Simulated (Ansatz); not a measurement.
# CdS, response to strain

Base system: CdS in the zinc blende structure (space group F-43m, No. 216; a = 5.878 Å). Axes: x, y, z lie along the cube axes.

Strains are applied to the cell and any free atomic positions relax; under biaxial strain the out-of-plane vector relaxes too.

All numbers come from r2SCAN, PAW, 500 eV (Ansatz, a quantum-chemistry and plane-wave program; no SOC).

Candidates:
(a) biaxial strain −3.00 %, plane normal [001], relaxed out of plane
(b) biaxial strain −1.50 %, plane normal [001], relaxed out of plane
(c) biaxial strain −2.00 %, plane normal [001], relaxed out of plane

### Question
Order them by out-of-plane strain, highest first.

### Answer
(a) biaxial strain −3.00 %, plane normal [001], relaxed out of plane (+4.32 %), (c) biaxial strain −2.00 %, plane normal [001], relaxed out of plane (+2.92 %), (b) biaxial strain −1.50 %, plane normal [001], relaxed out of plane (+2.20 %)

No phonon test of stability was made.
